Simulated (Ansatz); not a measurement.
## BN: Bi on a N site, symmetric start

Consider a 16-atom supercell of BN in the wurtzite structure (space group P6_3mc, No. 186; a = 2.5440 Å, c = 4.2077 Å) at its relaxed geometry.

Modification: one N atom is replaced by Bi, atoms relaxed at fixed cell.

Calculations: Ansatz (a quantum-chemistry and plane-wave program), r2SCAN, PAW, cutoff 500 eV, no SOC. Settings: 8×8×8 k-points, 0.01 eV Fermi–Dirac smearing.

The pressure goes from zero to 94.6 GPa and the energy gained by relaxation is 20.84 eV. The largest displacement of a host atom from its site in the perfect cell amounts to 0.57 Å and the mean distance from the defect site to its nearest host atoms increases by 1.008 bohr (2.96 bohr → 3.96 bohr).

Cost of the whole job for the changed cell (relaxation, final SCF and bands): roughly 29 core-minutes.

Other magnetic orders, which the real material may have, were not ruled out. The cell is small, so the values are those of an ordered compound at a high defect concentration; dilute-limit values will differ. A case with no gap was solved on a k-mesh chosen for an insulator, which is coarse for it. The defect started on the symmetric site and kept its symmetry, so it may sit on a saddle. Seeded moments were not kept for Bi on a N site. The defect cell is spin-polarised and ends with 0.0 μB.
